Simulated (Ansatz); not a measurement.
# How far PBE-D3(BJ) and r2SCAN+rVV10 part for hypothetical P6_3/mmc HgI2

The reference is HgI2 in the 2H-MoS2 type structure (space group P6_3/mmc, No. 194; a = 4.1662 Å, c = 14.1827 Å; a hypothetical phase, not in the database extracts checked).

(Cell as relaxed with PBE-D3(BJ).)

Levels (all Ansatz, an electronic-structure program, PAW, earlier PAW set): PBE-D3(BJ) (420 eV, scalar-relativistic without spin-orbit coupling); r2SCAN+rVV10 (500 eV, no spin-orbit coupling).

Each level relaxes its own structure.

| quantity | PBE-D3(BJ) | r2SCAN+rVV10 |
|---|---|---|
| volume per atom | 35.53 Å³ | (withheld) |
| lattice parameter a | 4.166 Å | (withheld) |
| lattice parameter c | 14.183 Å | (withheld) |
| band gap | 0.34 eV | (withheld) |
| gap character | indirect, K–Γ (38 % along) → M | (withheld) |

Q: Given the PBE-D3(BJ) results, estimate those of r2SCAN+rVV10.

A: 
- volume per atom, r2SCAN+rVV10: 35.86 Å³
- lattice parameter a, r2SCAN+rVV10: 4.155 Å
- lattice parameter c, r2SCAN+rVV10: 14.391 Å
- band gap, r2SCAN+rVV10: 0.66 eV
- gap character, r2SCAN+rVV10: indirect, K–Γ (38 % along) → M

PBE-D3(BJ)'s volume per atom lies 0.33 Å³ below r2SCAN+rVV10's (0.9 %); PBE-D3(BJ)'s lattice parameter a lies 0.011 Å above r2SCAN+rVV10's (0.3 %); PBE-D3(BJ)'s lattice parameter c lies 0.208 Å below r2SCAN+rVV10's (1.4 %); PBE-D3(BJ)'s band gap lies 0.32 eV below r2SCAN+rVV10's; the two agree on the gap character. Neither level is exact; r2SCAN+rVV10 is the comparison here, not a measurement.

Spin-orbit coupling, missing from the scalar runs, can matter with Hg and I. Stability against distortions was not tested.
